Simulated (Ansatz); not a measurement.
**What biaxial strain −2.00 %, plane normal [001], relaxed out of plane does to Hf**

Consider Hf in the hcp (Mg type) structure (space group P6_3/mmc, No. 194; a = 3.1174 Å, c = 4.9501 Å; relaxed with 0.1 eV smearing). Axes: x lies along a and z along c of the hexagonal cell.

Now apply this change: biaxial strain −2.00 %, plane normal [001], relaxed out of plane (Cartesian); in-plane vectors clamped, the third vector and the atoms free.

Method: Ansatz (a program for electronic structure), LDA, PAW, cutoff 420 eV, spin-orbit coupling left out. Settings: 21×21×12 k-points, 0.1 eV Fermi–Dirac smearing.

```tsv
quantity	base	changed	shift
volume per atom	20.83 Å³	20.33 Å³	-0.50 Å³
space group	P6_3/mmc (No. 194)	P6_3/mmc (No. 194)	–
pressure (mean of the normal stresses, compression positive)	0.0 GPa	2.9 GPa	+2.9 GPa
band gap	zero	zero	–
out-of-plane strain	–	+1.61 %	–
mean in-plane stress (compression positive)	–	+4.3 GPa	–
```

No phonon test of stability was made. The final runs are not spin-polarised.
